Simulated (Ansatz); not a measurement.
Results of G0W0@PBEsol+SOC in Ansatz (hard PAW, contour deformation, complete-basis limit, spin–orbit shift from PBEsol) for Si3N4 (model structure, started from the spinel Si type, Fd-3m, No. 227, 14 atoms in the cell).

Settings: largest k mesh 8×8×8 (not extrapolated in the mesh).

Cell (relaxed with PBEsol):

```xyz
14
Lattice="0.0000 3.8713 3.8713 3.8713 0.0000 3.8713 3.8713 3.8713 0.0000" Properties=species:S:1:pos:R:3 pbc="T T T"
Si     4.8391     4.8391     4.8391
Si     4.8391     2.9035     2.9035
Si     2.9035     4.8391     2.9035
Si     2.9035     2.9035     4.8391
Si     1.9356     1.9356     1.9356
Si     0.0000     0.0000     0.0000
N      6.7171     6.7171     6.7171
N      6.7171     4.8968     4.8968
N      4.8968     6.7171     4.8968
N      4.8968     4.8968     6.7171
N      2.9611     2.9611     2.9611
N      2.9611     4.7814     4.7814
N      4.7814     2.9611     4.7814
N      4.7814     4.7814     2.9611
```

What does this level give for the band gap?


band gap: 5.17 eV

Note: spin–orbit coupling enters as the shift of the gap found with a semilocal functional; the relaxation could raise the start's symmetry but not lower it, so the cell can be a saddle point.

The computed numbers hold no vibrational or temperature effects.

A model structure was made by putting elements into a prototype or built by hand; it is no filed structure, need not be a known phase, and can be a saddle point held by its symmetry.

Ansatz is a quantum-chemistry and plane-wave program.
